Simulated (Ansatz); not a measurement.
The reference is KTaO$_{3}$ in the cubic perovskite structure (space group Pm-3m, No. 221).

```xyz
5
Lattice="3.9901 0.0000 0.0000 0.0000 3.9901 0.0000 0.0000 0.0000 3.9901" Properties=species:S:1:pos:R:3 pbc="T T T"
K      0.0000     0.0000     0.0000
Ta     1.9951     1.9951     1.9951
O      0.0000     1.9951     1.9951
O      1.9951     1.9951     0.0000
O      1.9951     0.0000     1.9951
```

Cartesian axes are those of the cell as printed.

Level of theory: r2SCAN (Ansatz, a first-principles code; PAW; 500 eV plane waves; no SOC).

For the base:

Band gap: 2.63 eV

It is then changed as follows: a pure shear with ε_xz = ε_zx = 0.0080, atoms relaxed at fixed cell.

### Question
What does the calculation give for the band gap after the change?

### Answer
The band gap falls by 0.03 eV (2.63 eV → 2.60 eV).

### Question
How does this affect the energy relative to the base?

### Answer
The energy goes up by 1.1 meV/atom.

Spin-orbit coupling, missing from the scalar runs, can matter with Ta. The cells carry an imposed strain or load. Whether these cells are dynamically stable was not tested.
